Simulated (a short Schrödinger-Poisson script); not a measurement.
Solved with a short Schrödinger-Poisson script written for these runs: 1D Poisson equation in equilibrium, electrons quantum, Hartree (BenDaniel-Duke, 12 states a valley, the channel's in-plane mass for all, wave functions ending at the dielectric), parabolic valleys, classical holes, full ionisation, no traps, pinning or gate leakage.

System: symmetric double-gate stack, SiO2 on p-type Si(100), at 300 K.

From the gate side: 1.9 nm SiO2; 6 nm Si, acceptors 1e17 cm⁻³; 1.9 nm SiO2.

Constants are typed, rounded textbook-type inputs, not results; the design itself was drawn at random and stands for no fabricated device. SiO2: permittivity 3.9, conduction-band edge (eV) 3.15, gap (eV) 9, electron mass (mₑ) 0.5. Si: permittivity 11.7, conduction-band edge (eV) 0, gap (eV) 1.124, Nv at 300 K (cm⁻³) 3.1e19.

Channel valleys (confinement mass, in-plane density-of-states mass, number): Δ2 0.916, 0.19, 2; Δ4 0.19, 0.417, 4. At the gates, both at one voltage, the conduction-band edge of layer 1 lies 3.2 eV − eVg above the Fermi level of the channel. Gaps are held at their typed values at every temperature. Mesh 0.03 nm at interfaces.

### Question
Give the sheet density of all electrons at Vg = 1.5 V (cm⁻²); the lowest subband against the Fermi level at Vg = 1.5 V (meV); the capacitance of both gates at Vg = 1.5 V (μF/cm²).

### Answer
sheet density of all electrons at Vg = 1.5 V (cm⁻²): 2.61e13; lowest subband against the Fermi level at Vg = 1.5 V (meV): -53.1; capacitance of both gates at Vg = 1.5 V (μF/cm²): 3.03.
